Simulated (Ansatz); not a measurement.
Input:

```
CELL_PARAMETERS angstrom
     -1.63794     1.63794     1.63794
      1.63794    -1.63794     1.63794
      1.63794     1.63794    -1.63794
ATOMIC_POSITIONS crystal
  Ta 0.00000 0.00000 0.00000
```

Method: PBEsol, rigid bands (plane waves, PAW, scalar-relativistic; Ansatz, an electronic-structure program). Geometry: cell and atoms relaxed with PBEsol.

Question: Predict the product ρ₀λ of resistivity and mean free path that follows from the Fermi surface's area.

Answer: 4.1 ×10⁻¹⁶ Ω·m².

Question: And the Drude plasma energy and the root-mean-square Fermi velocity at 300 K?

Answer: 9.1 eV; 6.7e5 m/s.

A metal at this level (no band gap); rigid bands, thermally averaged at 300 K, both spins. Spin-orbit coupling is left out, which matters with elements this heavy. τ is one relaxation time for all states; the product of resistivity and mean free path takes one path for all states instead.
